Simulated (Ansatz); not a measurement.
The reference is Nb in the bcc (W type) structure (space group Im-3m, No. 229; a = 3.3045 Å; relaxed with 0.1 eV smearing).

Level of theory: r2SCAN (Ansatz, a first-principles code; PAW; 500 eV plane waves; without spin-orbit coupling).

Base values:

- Pressure = 0.0 GPa

One thing is altered: every lattice vector is stretched by 2.00 %; the atoms relax in the strained cell.

Problem. How does this affect the pressure?

Solution. The pressure goes from zero to -9.3 GPa.

Problem. Estimate the effect on the energy relative to the base.

Solution. The energy increases by 33 meV/atom.

Whether these cells are dynamically stable was not tested. All final runs are without spin polarisation.
